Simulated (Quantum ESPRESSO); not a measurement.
# Quick settings and what they miss: SrAs2Ru2 (I4/mmm, 5 atoms in the cell)

Self-consistent single point.

```yaml
crystal:
  lattice:
    - [-2.09513, 2.09513, 5.72157]
    - [2.09513, -2.09513, 5.72157]
    - [2.09513, 2.09513, -5.72157]
  atoms:
    - { symbol: Sr, position: [0.00000, 0.00000, 0.00000] }
    - { symbol: As, position: [0.64322, 0.64322, 0.00000] }
    - { symbol: As, position: [0.35678, 0.35678, 0.00000] }
    - { symbol: Ru, position: [0.25000, 0.75000, 0.50000] }
    - { symbol: Ru, position: [0.75000, 0.25000, 0.50000] }
```

Level of theory: PBEsol, GBRV 1.5 ultrasoft (PBESOL) pseudopotentials (plane waves; Quantum ESPRESSO).

Base settings: ecutwfc = 40 Ry; ecutrho = 320 Ry; occupations = smearing; smearing = mp; degauss = 0.019992 Ry; potentials = {Sr: sr_pbesol_v1.uspp.F.UPF, As: as_pbesol_v1.uspp.F.UPF, Ru: ru_pbesol_v1.2.uspp.F.UPF}; K_POINTS = automatic 7 7 7 0 0 0; conv_thr = 1e-10 Ry.

Tight run (finer mesh or higher cutoff; not a proven limit): ecutwfc: 40 Ry → 56 Ry; ecutrho: 320 Ry → 448 Ry; conv_thr: 1e-10 Ry → 7.3e-11 Ry; K_POINTS: automatic 7 7 7 0 0 0 → automatic 10 10 10 0 0 0. It gave Fermi level (on the code's own zero) 12.51 eV; pressure -3.32 GPa; largest force (vector length) 0.001 eV/Å.

Quick runs, as changes from the base:
- A: the base itself
- B: ecutwfc: 40 Ry → 28 Ry; ecutrho: 320 Ry → 224 Ry; smearing: mp → gauss; degauss: 0.019992 Ry → 0.0099958 Ry; K_POINTS: automatic 7 7 7 0 0 0 → automatic 4 4 4 0 0 0
- C: ecutwfc: 40 Ry → 24 Ry; ecutrho: 320 Ry → 192 Ry; conv_thr: 1e-10 Ry → 7.3e-05 Ry; pseudopotentials: {Sr: sr_pbesol_v1.uspp.F.UPF, As: as_pbesol_v1.uspp.F.UPF, Ru: ru_pbesol_v1.2.uspp.F.UPF} → {Sr: sr_lda_v1.uspp.F.UPF, As: as_lda_v1.uspp.F.UPF, Ru: ru_lda_v1.2.uspp.F.UPF}; K_POINTS: automatic 7 7 7 0 0 0 → automatic 1 1 1 0 0 0 [LDA (PZ)]
- D: ecutwfc: 40 Ry → 24 Ry; ecutrho: 320 Ry → 192 Ry; smearing: mp → gauss; K_POINTS: automatic 7 7 7 0 0 0 → automatic 6 6 6 1 1 1
- E: conv_thr: 1e-10 Ry → 7.3e-05 Ry; K_POINTS: automatic 7 7 7 0 0 0 → automatic 4 4 4 1 1 1
- F: ecutwfc: 40 Ry → 32 Ry; ecutrho: 320 Ry → 256 Ry; conv_thr: 1e-10 Ry → 7.3e-05 Ry; pseudopotentials: {Sr: sr_pbesol_v1.uspp.F.UPF, As: as_pbesol_v1.uspp.F.UPF, Ru: ru_pbesol_v1.2.uspp.F.UPF} → {Sr: sr_lda_v1.uspp.F.UPF, As: as_lda_v1.uspp.F.UPF, Ru: ru_lda_v1.2.uspp.F.UPF}; K_POINTS: automatic 7 7 7 0 0 0 → automatic 6 6 6 1 1 1 [LDA (PZ)]

Energies are extrapolated to zero smearing width, which holds to low order in the width alone (under cold and Methfessel-Paxton smearing the free energy itself is taken).

Dashes: energy of C, F, another energy zero; pressure of C, E, F, not trusted under this conv_thr with d or f elements; time of C, under 30 s.

† marks runs with another functional, U, potentials or spin treatment: their distance from the tight run is not a convergence error alone.

The count of work is k-points × plane waves × bands × iterations; it is no time. Core times come from one kind of shared machine and are given to one figure; runs under 30 s give none.

The starting cell comes from a database of computed structures (which also holds hypothetical and non-ambient phases and stackings), without a prior relaxation at this level. Its lattice was rescaled by a random factor within 2.5 % of one. Spin polarisation is off. In the base run, with a pressure of about -3 GPa the cell is away from its equilibrium volume at this level.

```tsv
run	energy less tight (meV/atom)	pressure less tight (GPa)	largest miss in a force vector (eV/Å)	count of work / tight	core time / tight (rough)
A	2.8	0.04	0.003	0.24	0.3
B	126.1	-8.33	0.033	0.045	0.07
C†	–	–	0.391	0.0022	–
D	684.2	-34.22	0.023	0.071	0.06
E	-2.5	–	0.041	0.038	0.05
F†	–	–	0.181	0.059	0.06
```

Among the runs at the tight run's level, the energy misses run from 2.5 to 684.2 meV/atom.
